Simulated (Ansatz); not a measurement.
# Si well of 16 atomic layers along [001] in random Si0.8Ge0.2, interfaces graded over 4 layers

Prepared with Tersoff's 1989 multicomponent potential (SiCGe.tersoff) (LAMMPS): minimisation. Geometry as solved with PBE, support functions at accuracy medium on the grid of 370 eV (Ansatz, a quantum-chemistry and plane-wave program).

```xyz
720
Lattice="16.58 0.00 0.00 0.00 16.58 0.00 0.00 0.00 54.94" Properties=species:S:1:pos:R:3 pbc="T T T"
Si     0.00    -0.02     0.04
Ge     1.41     1.38     1.41
Si     2.82     2.76     0.00
Si     4.15     4.15     1.38
Si     2.79    -0.03     2.82
Si     4.15     1.40     4.16
Si     0.01     2.80     2.78
Si     1.39     4.16     4.15
Si    -0.02    -0.04     5.52
Ge     1.35     1.41     6.89
Si     2.78     2.80     5.51
Si     4.14     4.13     6.95
Ge     2.78     0.00     8.33
Si     4.21     1.38     9.71
Si    -0.05     2.81     8.27
Ge     1.35     4.18     9.67
Si     0.02     0.00    11.09
Si     1.38     1.35    12.49
Ge     2.77     2.73    11.08
Ge     4.17     4.16    12.50
Si     2.77     0.00    13.87
Si     4.15     1.37    15.23
Si     0.02     2.78    13.81
Si     1.39     4.14    15.21
Si     0.02    -0.02    16.60
Si     1.39     1.38    17.95
Si     2.77     2.76    16.58
Si     4.14     4.15    17.94
Si     2.77     0.00    19.30
Si     4.15     1.38    20.66
Si     0.00     2.76    19.30
Si     1.38     4.15    20.66
Si     0.00     0.00    22.02
Si     1.38     1.38    23.38
Si     2.76     2.76    22.02
Si     4.14     4.15    23.38
Si     2.76     0.00    24.74
Si     4.14     1.38    26.10
Si     0.00     2.76    24.74
Si     1.38     4.15    26.10
Si     0.00     0.00    27.46
Si     1.38     1.38    28.82
Si     2.76     2.76    27.46
Si     4.14     4.15    28.82
Si     2.76     0.00    30.17
Si     4.14     1.38    31.53
Si     0.00     2.76    30.18
Si     1.38     4.15    31.54
Si     0.00     0.00    32.90
Si     1.38     1.38    34.26
Si     2.76     2.76    32.90
Si     4.14     4.15    34.25
Si     2.77    -0.01    35.61
Si     4.17     1.36    36.96
Si    -0.01     2.77    35.61
Si     1.37     4.18    36.95
Ge    -0.01    -0.01    38.35
Si     1.36     1.40    39.76
Ge     2.76     2.77    38.35
Si     4.16     4.16    39.75
Ge     2.80     0.02    41.10
Si     4.18     1.43    42.50
Si     0.02     2.75    41.16
Si     1.38     4.15    42.50
Si    -0.01     0.03    43.90
Si     1.40     1.41    45.24
Si     2.78     2.78    43.87
Si     4.15     4.15    45.25
Si     2.72     0.01    46.62
Ge     4.16     1.37    48.02
Si     0.05     2.82    46.59
Si     1.43     4.15    47.98
Si     0.06     0.00    49.38
Si     1.41     1.38    50.76
Si     2.76     2.78    49.40
Si     4.16     4.11    50.77
Si     2.79     0.02    52.13
Si     4.14     1.41    53.50
Si     0.04     2.74    52.15
Ge     1.38     4.14    53.59
Si    -0.03     5.55     0.03
Si     1.35     6.90     1.40
Ge     2.79     8.27     0.00
Si     4.20     9.68     1.37
Si     2.73     5.51     2.73
Ge     4.12     6.93     4.12
Si    -0.02     8.28     2.79
Si     1.33     9.66     4.17
Si     0.01     5.52     5.54
Si     1.38     6.89     6.91
Si     2.71     8.30     5.54
Si     4.09     9.66     6.90
Si     2.78     5.55     8.28
Si     4.13     6.88     9.72
Si    -0.01     8.24     8.28
Ge     1.40     9.63     9.68
Si    -0.03     5.56    11.10
Si     1.38     6.91    12.47
Si     2.79     8.25    11.11
Si     4.14     9.66    12.48
Si     2.74     5.56    13.87
Si     4.14     6.92    15.22
Si     0.03     8.27    13.87
Si     1.39     9.67    15.23
Si     0.00     5.51    16.58
Si     1.38     6.91    17.94
Si     2.77     8.29    16.59
Si     4.15     9.68    17.95
Si     2.76     5.53    19.30
Si     4.14     6.91    20.66
Si     0.01     8.29    19.32
Si     1.39     9.67    20.67
Si     0.00     5.53    22.03
Si     1.38     6.91    23.38
Si     2.77     8.29    22.03
Si     4.15     9.67    23.39
Si     2.76     5.53    24.74
Si     4.15     6.91    26.10
Si     0.00     8.29    24.74
Si     1.38     9.67    26.10
Si     0.00     5.53    27.46
Si     1.38     6.91    28.82
Si     2.76     8.29    27.46
Si     4.15     9.67    28.82
Si     2.76     5.53    30.18
Si     4.15     6.91    31.53
Si     0.00     8.29    30.17
Si     1.38     9.68    31.53
Si    -0.01     5.53    32.89
Si     1.37     6.92    34.24
Si     2.76     8.30    32.89
Si     4.14     9.67    34.25
Si     2.76     5.54    35.59
Si     4.13     6.91    36.98
Si     0.00     8.29    35.61
Si     1.37     9.66    36.98
Si     0.02     5.56    38.32
Si     1.38     6.91    39.73
Si     2.75     8.28    38.35
Si     4.10     9.69    39.69
Si     2.74     5.51    41.10
Ge     4.11     6.89    42.53
Si     0.00     8.29    41.10
Si     1.37     9.66    42.48
Si     0.01     5.54    43.87
Si     1.36     6.91    45.26
Si     2.72     8.31    43.91
Si     4.12     9.64    45.29
Si     2.78     5.54    46.61
Si     4.12     6.94    48.00
Si    -0.01     8.30    46.62
Si     1.37     9.66    47.99
Ge     0.02     5.57    49.36
Si     1.41     6.96    50.76
Si     2.76     8.32    49.37
Si     4.13     9.64    50.79
Ge     2.80     5.55    52.15
Si     4.22     6.89    53.55
Si     0.03     8.27    52.16
Si     1.40     9.66    53.52
Ge     0.00    11.05    -0.02
Si     1.37    12.48     1.37
Si     2.79    13.80     0.01
Si     4.12    15.19     1.41
Ge     2.73    11.03     2.75
Ge     4.14    12.48     4.15
Si     0.01    13.83     2.78
Si     1.38    15.20     4.16
Si    -0.01    11.06     5.54
Si     1.36    12.44     6.92
Si     2.73    13.84     5.56
Si     4.13    15.22     6.87
Si     2.74    11.04     8.26
Ge     4.14    12.39     9.69
Si    -0.01    13.82     8.30
Si     1.34    15.20     9.69
Ge     0.00    11.10    11.09
Si     1.39    12.44    12.54
Ge     2.75    13.85    11.12
Si     4.17    15.25    12.50
Si     2.78    11.04    13.86
Si     4.16    12.44    15.21
Si     0.02    13.81    13.89
Si     1.40    15.19    15.23
Si     0.01    11.06    16.59
Si     1.39    12.44    17.95
Si     2.78    13.81    16.58
Si     4.15    15.20    17.95
Si     2.77    11.06    19.31
Si     4.15    12.44    20.67
Si     0.00    13.82    19.31
Si     1.38    15.20    20.66
Si     0.00    11.06    22.03
Si     1.38    12.44    23.38
Si     2.77    13.82    22.02
Si     4.15    15.20    23.38
Si     2.76    11.06    24.74
Si     4.15    12.44    26.10
Si     0.00    13.82    24.74
Si     1.38    15.20    26.10
Si     0.00    11.06    27.46
Si     1.38    12.44    28.82
Si     2.77    13.82    27.46
Si     4.15    15.20    28.82
Si     2.77    11.06    30.17
Si     4.15    12.44    31.54
Si     0.00    13.82    30.17
Si     1.38    15.20    31.54
Si     0.00    11.05    32.89
Si     1.38    12.43    34.25
Si     2.77    13.82    32.89
Si     4.15    15.20    34.25
Si     2.75    11.05    35.61
Si     4.14    12.43    36.97
Si     0.00    13.81    35.62
Si     1.41    15.18    36.96
Si    -0.01    11.04    38.34
Si     1.37    12.43    39.70
Si     2.77    13.80    38.35
Si     4.16    15.20    39.69
Si     2.72    11.03    41.07
Ge     4.12    12.45    42.45
Si    -0.03    13.77    41.08
Ge     1.34    15.19    42.49
Si    -0.03    11.02    43.83
Ge     1.36    12.41    45.26
Si     2.74    13.82    43.87
Ge     4.15    15.22    45.24
Si     2.78    11.04    46.66
Si     4.14    12.45    48.00
Si    -0.02    13.83    46.66
Si     1.39    15.20    48.00
Si     0.00    11.05    49.34
Ge     1.41    12.42    50.76
Si     2.80    13.85    49.36
Si     4.16    15.20    50.77
Si     2.79    11.02    52.18
Si     4.14    12.43    53.55
Si     0.00    13.78    52.17
Ge     1.40    15.20    53.55
Ge     5.48     0.00    -0.01
Ge     6.93     1.42     1.39
Si     8.31     2.80    -0.03
Si     9.67     4.14     1.37
Si     8.35     0.01     2.76
Si     9.69     1.38     4.14
Si     5.51     2.79     2.79
Si     6.93     4.11     4.14
Si     5.51     0.05     5.56
Si     6.91     1.40     6.93
Si     8.28     2.72     5.51
Ge     9.68     4.13     6.92
Si     8.32     0.06     8.29
Si     9.68     1.40     9.69
Si     5.55     2.77     8.32
Si     6.92     4.15     9.70
Si     5.55     0.03    11.13
Si     6.93     1.40    12.48
Si     8.29     2.76    11.07
Si     9.69     4.12    12.43
Si     8.28     0.02    13.86
Si     9.67     1.39    15.22
Si     5.55     2.74    13.88
Si     6.89     4.12    15.26
Si     5.53    -0.01    16.59
Si     6.91     1.37    17.95
Si     8.29     2.75    16.60
Si     9.67     4.14    17.96
Si     8.29     0.00    19.31
Si     9.67     1.38    20.67
Si     5.53     2.76    19.30
Si     6.91     4.15    20.66
Si     5.53     0.00    22.02
Si     6.91     1.38    23.38
Si     8.29     2.76    22.02
Si     9.67     4.15    23.38
Si     8.29     0.00    24.74
Si     9.67     1.38    26.10
Si     5.53     2.76    24.74
Si     6.91     4.15    26.10
Si     5.53     0.00    27.46
Si     6.91     1.38    28.82
Si     8.29     2.77    27.46
Si     9.67     4.15    28.82
Si     8.29     0.00    30.17
Si     9.67     1.38    31.53
Si     5.53     2.76    30.17
Si     6.91     4.15    31.52
Si     5.52     0.00    32.88
Si     6.88     1.40    34.21
Si     8.29     2.77    32.88
Si     9.67     4.15    34.25
Ge     8.29     0.00    35.60
Si     9.67     1.43    36.98
Si     5.53     2.76    35.60
Si     6.90     4.14    36.98
Si     5.54     0.00    38.35
Si     6.91     1.39    39.73
Si     8.29     2.77    38.36
Si     9.68     4.14    39.73
Si     8.29     0.01    41.10
Si     9.67     1.39    42.47
Si     5.55     2.78    41.11
Si     6.93     4.13    42.49
Si     5.56     0.04    43.84
Si     6.93     1.39    45.23
Si     8.31     2.77    43.86
Si     9.68     4.15    45.24
Si     8.26     0.03    46.66
Si     9.67     1.39    48.01
Si     5.53     2.76    46.58
Ge     6.95     4.13    47.97
Si     5.56    -0.02    49.43
Si     6.93     1.38    50.78
Si     8.32     2.74    49.41
Si     9.67     4.14    50.77
Si     8.32     0.03    52.15
Si     9.66     1.41    53.54
Si     5.55     2.76    52.15
Si     6.92     4.15    53.53
Si     5.54     5.50     0.00
Si     6.90     6.85     1.40
Ge     8.28     8.23    -0.03
Ge     9.64     9.69     1.39
Si     8.30     5.49     2.77
Si     9.64     6.86     4.19
Si     5.56     8.29     2.73
Si     6.94     9.63     4.13
Ge     5.56     5.51     5.56
Si     6.95     6.92     6.95
Si     8.31     8.27     5.54
Si     9.70     9.64     6.91
Si     8.29     5.53     8.33
Si     9.70     6.88     9.67
Ge     5.50     8.29     8.31
Si     6.88     9.69     9.71
Si     5.54     5.53    11.06
Si     6.86     6.91    12.46
Ge     8.27     8.27    11.05
Ge     9.67     9.72    12.46
Ge     8.28     5.51    13.84
Si     9.66     6.90    15.26
Si     5.52     8.29    13.85
Si     6.90     9.67    15.21
Si     5.52     5.53    16.59
Si     6.90     6.91    17.95
Si     8.28     8.30    16.59
Si     9.67     9.68    17.95
Si     8.29     5.53    19.30
Si     9.67     6.91    20.67
Si     5.53     8.29    19.31
Si     6.91     9.68    20.66
Si     5.53     5.53    22.02
Si     6.91     6.91    23.38
Si     8.29     8.29    22.03
Si     9.67     9.68    23.38
Si     8.29     5.53    24.74
Si     9.67     6.91    26.10
Si     5.53     8.29    24.74
Si     6.91     9.67    26.10
Si     5.53     5.53    27.46
Si     6.91     6.91    28.81
Si     8.29     8.29    27.46
Si     9.67     9.67    28.82
Si     8.29     5.53    30.17
Si     9.67     6.91    31.54
Si     5.53     8.29    30.18
Si     6.91     9.67    31.54
Si     5.53     5.53    32.89
Si     6.91     6.91    34.26
Si     8.29     8.29    32.90
Si     9.67     9.68    34.26
Si     8.29     5.52    35.62
Si     9.68     6.90    36.96
Si     5.52     8.29    35.62
Si     6.90     9.67    36.97
Si     5.50     5.50    38.32
Ge     6.93     6.88    39.69
Si     8.30     8.29    38.30
Ge     9.69     9.68    39.71
Si     8.30     5.47    41.10
Ge     9.69     6.88    42.49
Ge     5.52     8.33    41.10
Si     6.94     9.67    42.51
Si     5.56     5.49    43.89
Si     6.91     6.90    45.25
Si     8.26     8.26    43.87
Ge     9.70     9.63    45.24
Si     8.34     5.56    46.60
Si     9.69     6.91    48.02
Si     5.52     8.26    46.63
Si     6.90     9.62    48.01
Ge     5.52     5.55    49.40
Si     6.94     6.93    50.79
Si     8.30     8.29    49.39
Si     9.67     9.68    50.76
Si     8.29     5.52    52.14
Si     9.70     6.88    53.50
Si     5.52     8.27    52.13
Ge     6.88     9.71    53.51
Si     5.52    11.09     0.01
Si     6.90    12.45     1.38
Si     8.32    13.80     0.02
Si     9.68    15.20     1.38
Si     8.24    11.07     2.78
Ge     9.68    12.45     4.16
Si     5.54    13.84     2.73
Ge     6.91    15.24     4.16
Ge     5.56    11.02     5.54
Si     6.96    12.45     6.90
Si     8.30    13.85     5.57
Si     9.66    15.26     6.90
Ge     8.31    11.04     8.32
Si     9.69    12.44     9.73
Ge     5.54    13.83     8.26
Ge     6.95    15.24     9.71
Si     5.54    11.03    11.12
Si     6.89    12.44    12.48
Si     8.30    13.78    11.10
Ge     9.68    15.21    12.48
Si     8.26    11.09    13.87
Si     9.67    12.45    15.22
Si     5.53    13.83    13.84
Si     6.91    15.21    15.22
Si     5.53    11.06    16.58
Si     6.91    12.44    17.94
Si     8.29    13.83    16.58
Si     9.67    15.21    17.94
Si     8.29    11.06    19.31
Si     9.67    12.44    20.66
Si     5.53    13.82    19.30
Si     6.91    15.20    20.67
Si     5.53    11.06    22.03
Si     6.91    12.44    23.38
Si     8.29    13.82    22.03
Si     9.67    15.20    23.38
Si     8.29    11.06    24.74
Si     9.67    12.44    26.10
Si     5.53    13.82    24.74
Si     6.91    15.20    26.10
Si     5.53    11.06    27.46
Si     6.91    12.44    28.82
Si     8.29    13.82    27.46
Si     9.68    15.20    28.82
Si     8.29    11.05    30.18
Si     9.68    12.43    31.53
Si     5.53    13.82    30.17
Si     6.91    15.20    31.53
Si     5.53    11.06    32.90
Si     6.91    12.44    34.26
Si     8.29    13.81    32.89
Si     9.70    15.18    34.22
Si     8.29    11.06    35.62
Si     9.69    12.45    36.97
Si     5.52    13.81    35.62
Si     6.90    15.18    37.00
Si     5.50    11.03    38.32
Ge     6.90    12.43    39.72
Si     8.32    13.83    38.34
Si     9.65    15.20    39.74
Si     8.28    11.03    41.13
Ge     9.68    12.44    42.50
Si     5.53    13.87    41.09
Si     6.90    15.23    42.47
Ge     5.53    11.05    43.90
Si     6.90    12.49    45.27
Si     8.24    13.84    43.86
Ge     9.66    15.22    45.26
Ge     8.28    11.07    46.66
Si     9.68    12.45    48.06
Si     5.54    13.83    46.66
Si     6.92    15.21    48.03
Ge     5.53    11.04    49.40
Si     6.93    12.46    50.78
Si     8.29    13.84    49.40
Si     9.65    15.22    50.77
Si     8.32    11.08    52.12
Si     9.66    12.46    53.51
Si     5.51    13.78    52.14
Ge     6.93    15.17    53.53
Si    11.00     0.04     0.02
Si    12.39     1.37     1.41
Ge    13.79     2.80     0.04
Si    15.22     4.18     1.43
Si    13.78    -0.01     2.75
Ge    15.17     1.39     4.15
Si    11.04     2.78     2.77
Si    12.43     4.15     4.16
Si    11.06     0.01     5.52
Si    12.41     1.40     6.91
Si    13.78     2.79     5.56
Si    15.17     4.17     6.90
Ge    13.81    -0.02     8.28
Ge    15.21     1.42     9.71
Si    11.08     2.75     8.33
Si    12.45     4.14     9.69
Si    11.07     0.03    11.07
Si    12.43     1.40    12.46
Si    13.80     2.80    11.11
Si    15.21     4.15    12.46
Si    13.77     0.00    13.83
Ge    15.20     1.39    15.21
Si    11.05     2.76    13.84
Si    12.42     4.15    15.21
Si    11.05     0.00    16.58
Si    12.43     1.38    17.95
Si    13.79     2.79    16.60
Si    15.19     4.15    17.95
Si    13.82     0.00    19.30
Si    15.20     1.38    20.66
Si    11.05     2.76    19.32
Si    12.44     4.14    20.67
Si    11.06     0.00    22.03
Si    12.44     1.38    23.38
Si    13.82     2.76    22.03
Si    15.20     4.15    23.38
Si    13.82     0.00    24.74
Si    15.20     1.38    26.10
Si    11.06     2.76    24.74
Si    12.44     4.15    26.10
Si    11.06     0.00    27.46
Si    12.44     1.38    28.82
Si    13.82     2.76    27.46
Si    15.20     4.15    28.82
Si    13.83     0.00    30.17
Si    15.20     1.38    31.54
Si    11.06     2.77    30.17
Si    12.43     4.15    31.54
Si    11.06     0.00    32.88
Si    12.43     1.38    34.26
Si    13.81     2.76    32.90
Si    15.19     4.15    34.25
Si    13.82    -0.01    35.60
Si    15.17     1.40    36.96
Si    11.06     2.78    35.61
Si    12.43     4.17    36.98
Ge    11.06     0.01    38.35
Si    12.44     1.43    39.74
Si    13.80     2.76    38.32
Ge    15.23     4.13    39.71
Ge    13.83     0.01    41.12
Si    15.22     1.41    42.53
Si    11.06     2.77    41.11
Si    12.42     4.13    42.51
Si    11.05     0.03    43.84
Si    12.41     1.42    45.21
Si    13.82     2.78    43.88
Si    15.21     4.17    45.24
Ge    13.81     0.00    46.58
Ge    15.26     1.40    47.99
Si    11.03     2.77    46.62
Si    12.40     4.19    47.96
Si    11.01     0.01    49.40
Si    12.35     1.40    50.76
Ge    13.76     2.78    49.38
Ge    15.20     4.16    50.82
Ge    13.78     0.02    52.12
Ge    15.23     1.38    53.57
Si    11.03     2.78    52.16
Si    12.41     4.16    53.52
Si    11.03     5.49    -0.04
Ge    12.45     6.85     1.37
Ge    13.85     8.32    -0.03
Si    15.21     9.68     1.43
Si    13.84     5.50     2.82
Si    15.21     6.89     4.17
Ge    11.04     8.26     2.81
Ge    12.49     9.68     4.21
Si    11.08     5.54     5.53
Si    12.45     6.90     6.93
Si    13.87     8.25     5.58
Si    15.24     9.64     6.91
Si    13.81     5.51     8.30
Si    15.20     6.88     9.66
Si    11.06     8.27     8.30
Si    12.38     9.67     9.68
Si    11.06     5.49    11.06
Si    12.43     6.83    12.46
Ge    13.78     8.26    11.05
Ge    15.18     9.67    12.51
Si    13.83     5.50    13.84
Si    15.22     6.88    15.19
Ge    11.08     8.27    13.87
Si    12.44     9.72    15.23
Si    11.05     5.51    16.60
Si    12.42     6.89    17.97
Ge    13.84     8.29    16.59
Si    15.24     9.70    17.98
Si    13.82     5.53    19.32
Si    15.20     6.91    20.67
Si    11.05     8.29    19.31
Si    12.44     9.68    20.66
Si    11.05     5.53    22.02
Si    12.44     6.91    23.38
Si    13.82     8.30    22.02
Si    15.20     9.67    23.38
Si    13.82     5.53    24.74
Si    15.20     6.91    26.10
Si    11.06     8.29    24.74
Si    12.44     9.67    26.10
Si    11.06     5.53    27.46
Si    12.44     6.91    28.82
Si    13.82     8.29    27.46
Si    15.20     9.67    28.82
Si    13.82     5.53    30.18
Si    15.20     6.91    31.53
Si    11.06     8.29    30.18
Si    12.44     9.67    31.53
Si    11.05     5.53    32.90
Si    12.44     6.92    34.25
Si    13.82     8.29    32.89
Si    15.21     9.67    34.25
Si    13.82     5.54    35.62
Si    15.20     6.92    36.98
Si    11.07     8.30    35.62
Si    12.45     9.68    36.98
Si    11.05     5.54    38.36
Si    12.42     6.94    39.70
Si    13.82     8.30    38.34
Si    15.21     9.66    39.72
Ge    13.80     5.56    41.13
Si    15.23     6.94    42.51
Si    11.10     8.29    41.11
Si    12.47     9.66    42.48
Si    11.09     5.50    43.90
Si    12.46     6.90    45.25
Si    13.83     8.29    43.87
Si    15.19     9.67    45.24
Si    13.82     5.53    46.61
Si    15.17     6.94    47.97
Si    11.10     8.25    46.66
Si    12.44     9.67    48.01
Si    11.04     5.52    49.39
Si    12.42     6.90    50.76
Si    13.79     8.27    49.37
Ge    15.20     9.66    50.76
Si    13.79     5.57    52.19
Si    15.23     6.90    53.53
Si    11.05     8.29    52.13
Si    12.44     9.67    53.49
Ge    11.08    11.09    -0.03
Si    12.46    12.44     1.43
Ge    13.85    13.81     0.02
Si    15.22    15.22     1.43
Si    13.86    11.08     2.78
Si    15.22    12.45     4.15
Si    11.08    13.84     2.76
Si    12.44    15.21     4.15
Si    11.06    11.05     5.58
Si    12.44    12.46     6.89
Si    13.82    13.81     5.51
Si    15.21    15.16     6.89
Ge    13.82    11.05     8.29
Si    15.19    12.49     9.68
Ge    11.05    13.85     8.31
Si    12.43    15.22     9.73
Si    11.08    11.09    11.07
Si    12.45    12.44    12.46
Si    13.80    13.81    11.07
Ge    15.20    15.19    12.47
Si    13.80    11.10    13.88
Si    15.20    12.45    15.24
Si    11.08    13.80    13.86
Si    12.43    15.20    15.22
Si    11.04    11.07    16.59
Si    12.44    12.45    17.95
Si    13.82    13.83    16.59
Si    15.21    15.20    17.95
Si    13.82    11.07    19.31
Si    15.21    12.44    20.67
Si    11.05    13.83    19.30
Si    12.44    15.21    20.66
Si    11.06    11.06    22.02
Si    12.44    12.44    23.38
Si    13.82    13.82    22.02
Si    15.20    15.20    23.38
Si    13.82    11.06    24.74
Si    15.20    12.44    26.10
Si    11.06    13.82    24.74
Si    12.44    15.20    26.10
Si    11.06    11.06    27.46
Si    12.44    12.44    28.82
Si    13.82    13.82    27.46
Si    15.21    15.20    28.82
Si    13.82    11.06    30.17
Si    15.20    12.44    31.53
Si    11.06    13.82    30.18
Si    12.45    15.20    31.53
Si    11.06    11.05    32.89
Si    12.45    12.43    34.25
Si    13.83    13.82    32.89
Si    15.21    15.20    34.25
Si    13.83    11.05    35.61
Si    15.21    12.43    36.98
Si    11.07    13.81    35.60
Si    12.46    15.18    36.96
Si    11.08    11.09    38.33
Si    12.45    12.45    39.72
Si    13.82    13.80    38.34
Si    15.19    15.15    39.72
Si    13.82    11.04    41.08
Si    15.20    12.39    42.45
Si    11.07    13.84    41.08
Si    12.40    15.21    42.49
Si    11.11    11.03    43.86
Si    12.43    12.39    45.28
Ge    13.82    13.80    43.86
Si    15.24    15.20    45.24
Si    13.82    11.03    46.63
Si    15.19    12.42    48.00
Si    11.03    13.76    46.63
Ge    12.41    15.17    48.03
Si    11.06    11.04    49.40
Si    12.41    12.43    50.78
Si    13.81    13.75    49.39
Ge    15.22    15.17    50.74
Si    13.79    11.07    52.15
Si    15.19    12.42    53.50
Si    11.01    13.81    52.12
Ge    12.36    15.20    53.55
```
